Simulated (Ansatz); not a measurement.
The reference is FeS$_{2}$ (space group Pnnm, No. 58; a = 4.439 Å, b = 5.409 Å, c = 3.390 Å; non-magnetic).

Method: PBE (Ansatz, a first-principles code), no spin-orbit coupling.

For the base:

| Quantity | Value |
|---|---|
| Smallest direct gap | 1.19 eV |
| Band gap | 0.88 eV |
| Gap character | indirect, k = (3/8, 0, 0) in the run's primitive reciprocal basis → T |

Modification: cell and atoms relaxed at a pressure of 100 GPa.

**Question.** Predict the new smallest direct gap, band gap and gap character.

**Answer.** The smallest direct gap goes up by 0.21 eV to 1.40 eV; the band gap grows by 0.11 eV, from 0.88 eV to 0.99 eV; the gap character changes from indirect, k = (3/8, 0, 0) in the run's primitive reciprocal basis → T to indirect, Γ–X (80 % along) → Γ.

Load acts through the strain it causes; cell and atoms are relaxed under it. No phonon test of stability was made. Competing high-pressure phases were not computed. Starting moments died away, wholly or in part, for the base; another magnetic solution may exist. All final runs are without spin polarisation.
